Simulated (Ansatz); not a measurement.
**Ta: response to strain**

The parent structure is Ta in the bcc (W type) structure (space group Im-3m, No. 229; a = 3.306 Å; relaxed with 0.1 eV smearing).

Strains are applied to the cell and any free atomic positions relax.

The values are results of plane-wave PAW DFT at the r2SCAN level (Ansatz, an electronic-structure program, 500 eV), no spin-orbit coupling, not measurements.

Notes on the quantities. energy relative to the base: free energy F.

```csv
isotropic strain (%),energy relative to the base (meV/atom)
0,0.0
0.5,2.5
1,10.0
1.5,?
2,38.9
2.5,60.0
3,85.2
```

**Question.** Fit ΔE = Aε² + Bε³ (ε in %) to the rows shown and predict the withheld row.

**Answer.** Least squares on the printed values gives A = 10.2 and B = -0.26 meV/atom (largest residual 0.0 meV/atom); this predicts 22.2 meV/atom, and the run gives 22.2 meV/atom, in agreement.

Whether these cells are dynamically stable was not tested. The final runs are not spin-polarised.
